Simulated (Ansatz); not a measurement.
Start from GaAs in the zinc blende structure (space group F-43m, No. 216; a = 5.6594 Å). Axes: x, y, z lie along the cube axes.

One thing is altered: the symmetric strain tensor [0.0027 -0.0014 0.0011; -0.0014 -0.0081 0.0102; 0.0011 0.0102 0.0044], atoms relaxed at fixed cell.

Levels (all Ansatz, a first-principles code, PAW, earlier PAW set): PBEsol (420 eV, no spin-orbit coupling); r2SCAN (500 eV, without spin-orbit coupling).

The geometry is relaxed with PBEsol.

| Item | Value |
|---|---|
| PBEsol band gap | 0.32 eV |
| PBEsol pressure | 0.9 kbar |
| PBEsol gap character | direct at Γ |

Q: What does r2SCAN give at this geometry for the band gap, pressure and gap character?

A: The band gap goes up by 0.564 eV (0.32 eV → 0.89 eV); the pressure grows by 2.4 kbar (0.9 kbar → 3.3 kbar); the gap character stays direct at Γ.

Single points use the geometry relaxed with PBEsol. Their cutoffs differ, which shifts pressures a little. Stability against distortions was not tested. k-point labels follow each cell's own Brillouin zone.
